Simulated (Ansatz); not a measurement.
**MoTe2 under a change: H interstitial (started 2.39 Å from the nearest host atom), symmetric start**

Start from a 12-atom supercell of MoTe2 in the 2H-MoS2 type structure (space group P6_3/mmc, No. 194; a = 3.497 Å, c = 13.696 Å; layered, stacked along the Cartesian z axis) at its relaxed geometry.

Perturbation: one H atom is added in an open site, starting 2.39 Å from the nearest host atom, atoms relaxed at fixed cell.

Calculations: PBE-D3(BJ) (Ansatz, a quantum-chemistry and plane-wave program), no SOC. Γ-centred 4×7×2 mesh, Fermi–Dirac width 0.01 eV.

```json
[
 {"quantity": "pressure", "base": "0.0 GPa", "changed": "-0.3 GPa", "shift": "-0.3 GPa"},
 {"quantity": "largest displacement of a host atom from its site in the perfect cell", "base": "–", "changed": "0.04 Å", "shift": "–"}
]
```

Final structure:

```xyz
13
Lattice="5.2449 -3.0282 0.0000 1.7483 3.0282 0.0000 0.0000 0.0000 13.6958" Properties=species:S:1:pos:R:3 pbc="T T T"
Mo     5.2123    -1.0049    10.2814
Mo     1.7201    -0.9837    10.2577
Mo     1.7685     0.9834     3.4144
Mo     3.5330    -2.0304     3.4381
Te     5.2711    -1.0381     1.6041
Te     1.7757    -1.0389     1.6063
Te     1.7224     1.0309     8.4460
Te     3.4689    -2.0105     8.4495
Te     1.7103     1.0177    12.0917
Te     3.4573    -2.0098    12.0895
Te     5.2765    -1.0211     5.2499
Te     1.7694    -1.0292     5.2463
H      0.1747     0.3026     0.0000
```

The magnetic state is the one reached from the starting moments; the real material's order can differ, and small cells can't hold many antiferromagnetic ones. In so small a cell the defect repeats every few ångströms: this is an ordered compound, not a dilute defect. The mesh was chosen for an insulator and is coarse for the gapless case. The defect started on the symmetric site and kept its symmetry, so it may sit on a saddle. Seeded moments were not kept for H interstitial (started 2.39 Å from the nearest host atom). The defect cell is spin-polarised and ends with 0.0 μB. The program warned that a D3 coordination switch lies within reach, so dispersion energies are less smooth here.
